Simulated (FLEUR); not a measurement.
A self-consistent single point of YBRh3 (Pm-3m, 5 atoms in the cell) with FLEUR.

Method: PBEsol, all-electron FLAPW (FLEUR), scalar-relativistic valence.

```
YBRh3
1.0
    4.17882     0.00000     0.00000
    0.00000     4.17882     0.00000
    0.00000     0.00000     4.17882
Y B Rh
1 1 3
Direct
  0.00000   0.00000   0.00000
  0.50000   0.50000   0.50000
  0.00000   0.50000   0.50000
  0.50000   0.00000   0.50000
  0.50000   0.50000   0.00000
```

Reference input (self-consistent single point, DFT, PBEsol, all-electron FLAPW (FLEUR), scalar-relativistic valence): Kmax = 4.5 1/bohr; GmaxXC = 18 1/bohr; xcFunctional = PBEs; jspins = 1; l_soc = F; mode = gauss; fermiSmearingEnergy = 0.00499791 Htr; mesh (inpgen div1-3) = 7 7 7; inpgen gamma flag = false; Gmax = 18 1/bohr; numbands = 0; maxIterBroyd = 15. This run's input differs from it in these lines:

```diff
@@ -18,3 +18,3 @@
 &exco xctyp='PBEs' /
-&kpt div1=7 div2=7 div3=7 /
+&kpt div1=5 div2=5 div3=5 /
 &end /
```

Output, abridged:

```
 Iteration:     1   Distance:      20.61419241 me/bohr^3
 Iteration:     2   Distance:      16.85799464 me/bohr^3
 Iteration:     3   Distance:       6.00501525 me/bohr^3
 Iteration:     4   Distance:       3.68207183 me/bohr^3
 Iteration:     5   Distance:       2.91915203 me/bohr^3
   [... 9 lines left out ...]
 Iteration:    15   Distance:       0.00004829 me/bohr^3
 Iteration:    16   Distance:       0.00004087 me/bohr^3
 Iteration:    17   Distance:       0.00002167 me/bohr^3
 Iteration:    18   Distance:       0.00000765 me/bohr^3
 Run finished successfully
 Stop message:
   Structural relaxation: Done

[file out, last iteration]
             iter=     19
[...]
          total density-effective poten   -2.9019043408E+04
          total charge density-energy d   -5.2153073332E+02
 Updated energy parameters for spin:           1
[...]
 fermi energy and band-weighting factors:

[...]
FERMIE:
          first approx. to ef    (T=0)  :   0.464512 htr   (energy of the highest occ. eigenvalue)
          number of occ. states  (T=0)  :        292
          first approx. to seigv (T=0)  : -14.197097 htr
          sum of weights of occ. states :  29.648000
          sum of semicore charge        :   0.000000 e
          fermi energy=   0.46386 har   work function= -12.62214 ev
          number of valence electrons=  59.00000
     band-weighting factor for spin=    1
   [... lines left out ...]
          total moment                 =     0.00000
 Direct bandgap for spin            1 :    1.5597894526683420E-002  Htr
 ---->    free energy=                    -17757.3548405723 htr
   [... lines left out ...]
 TOTAL FORCE FOR ATOM TYPE=  1  X=  0.000   Y=  0.000   Z=  0.000
                       FX_TOT= 0.000000 FY_TOT= 0.000000 FZ_TOT= 0.000000
 TOTAL FORCE FOR ATOM TYPE=  2  X=  3.948   Y=  3.948   Z=  3.948
                       FX_TOT= 0.000000 FY_TOT= 0.000000 FZ_TOT= 0.000000
 TOTAL FORCE FOR ATOM TYPE=  3  X=  0.000   Y=  3.948   Z=  3.948
                       FX_TOT= 0.000000 FY_TOT= 0.000000 FZ_TOT= 0.000000
 Structural relaxation: Done
```

The run converged in 18 iterations. FLEUR gives forces in its relaxation mode, with a further iteration, so its stop message speaks of a relaxation. Against the reference run the total energy falls by 3.6 meV/atom.

The starting cell comes from a database of computed structures (which also holds hypothetical and non-ambient phases and stackings), without a prior relaxation at this level. Spin polarisation is off. Values depend on the basis (sphere radii, cutoffs, local orbitals), which need not be converged. The log's line on a gap gives a spacing of levels on this mesh, which the program prints for metals too.

Cost on one core of a shared machine: roughly 2 min.
